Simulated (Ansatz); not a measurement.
## A computed series for Cu: pressure series

Take Cu in the fcc (Cu type) structure (space group Fm-3m, No. 225) as the base.

```cif
data_Cu
_chemical_formula_sum 'Cu1'
_space_group_name_H-M_alt 'P 1'
_space_group_IT_number 1
_cell_length_a 2.56596
_cell_length_b 2.56596
_cell_length_c 2.56596
_cell_angle_alpha 60.000
_cell_angle_beta 60.000
_cell_angle_gamma 60.000
loop_
_space_group_symop_operation_xyz
  'x, y, z'
loop_
_atom_site_label
_atom_site_type_symbol
_atom_site_fract_x
_atom_site_fract_y
_atom_site_fract_z
_atom_site_occupancy
Cu1 Cu 0.00000 0.00000 0.00000 1
```

Cell and atoms are relaxed at each pressure.

Calculations: Ansatz (a program for electronic structure), PBE, PAW, cutoff 420 eV, no spin-orbit coupling, earlier PAW set.

Notes on the quantities. enthalpy: H = E + PV relative to the base's energy.

| change | volume per atom | enthalpy |
|---|---|---|
| base | 11.95 Å³ | – |
| pressure −2 GPa | 12.12 Å³ | -0.15 eV/atom |
| pressure −1 GPa | 12.03 Å³ | -0.07 eV/atom |
| pressure 0.9 GPa | 11.87 Å³ | +0.07 eV/atom |
| pressure 2.1 GPa | 11.78 Å³ | +0.16 eV/atom |
| pressure 4.5 GPa | 11.60 Å³ | +0.33 eV/atom |
| pressure 9 GPa | 11.30 Å³ | +0.65 eV/atom |
| pressure 15 GPa | 10.97 Å³ | +1.07 eV/atom |
| pressure 22.5 GPa | 10.61 Å³ | +1.57 eV/atom |
| pressure 30 GPa | (withheld) | +2.06 eV/atom |

**Question.** Complete the table.

**Answer.** 
- pressure 30 GPa, volume per atom: 10.32 Å³

Load acts through the strain it causes; cell and atoms are relaxed under it. Stability against distortions was not tested. No other phases were tried under pressure. The final runs are not spin-polarised.
